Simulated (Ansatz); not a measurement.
**Zr, response to strain**

Base system: Zr in the hcp (Mg type) structure (space group P6_3/mmc, No. 194; a = 3.2443 Å, c = 5.1580 Å; relaxed with 0.1 eV smearing). Axes: x lies along a and z along c of the hexagonal cell.

Strains are applied to the cell and any free atomic positions relax.

Computed with plane-wave PAW DFT at the r2SCAN level (Ansatz, a quantum-chemistry and plane-wave program, 500 eV), without spin-orbit coupling.

Notes on the quantities. energy relative to the base: free energy F; pressure: mean of the normal stresses, compression positive.

| change | energy relative to the base | volume per atom | pressure |
|---|---|---|---|
| base | 0 meV/atom | 23.51 Å³ | 0.0 GPa |
| uniaxial strain ε_zz = −3.00 % | +12 meV/atom | 22.80 Å³ | 3.2 GPa |
| uniaxial strain ε_zz = −2.50 % | +8.1 meV/atom | 22.92 Å³ | 2.6 GPa |
| uniaxial strain ε_zz = −2.00 % | +5.2 meV/atom | 23.04 Å³ | 2.1 GPa |
| uniaxial strain ε_zz = −1.50 % | +2.9 meV/atom | 23.16 Å³ | 1.5 GPa |
| uniaxial strain ε_zz = −1.00 % | +1.3 meV/atom | 23.27 Å³ | 1.0 GPa |
| uniaxial strain ε_zz = −0.50 % | +0.3 meV/atom | 23.39 Å³ | 0.5 GPa |

Whether these cells are dynamically stable was not tested. All final runs are without spin polarisation.
